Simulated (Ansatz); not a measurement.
The cell is built on a prototype and need not be the phase stable at ambient conditions.

By r2SCAN, the system below comes out a metal.

Without scattering a metal conducts by its projected Fermi surface.

Here is the system:

```xyz
4
Lattice="3.0272 0.0000 0.0000 0.0000 5.0163 0.0000 1.5136 0.0000 2.6217" Properties=species:S:1:pos:R:3 pbc="T T T"
B      0.0000     0.0000     0.0000
B      0.0000     2.5081     0.0000
P      1.5136     3.7622     0.8739
P      3.0272     1.2541     1.7478
```

Space group of this cell: P6_3/mmc, NiAs type. The cell was relaxed by PBE-D3(BJ); by r2SCAN its mean pressure is 6.1 GPa.

The current flows along the normal of the first two printed cell vectors. No spin-orbit coupling; the value is a mean over 0.1 eV about the Fermi level.

Q: Estimate the ballistic conductance per area that r2SCAN (Ansatz, a first-principles code) returns for this system.

A: 0.97 × 10¹⁵ S/m² for both spins.
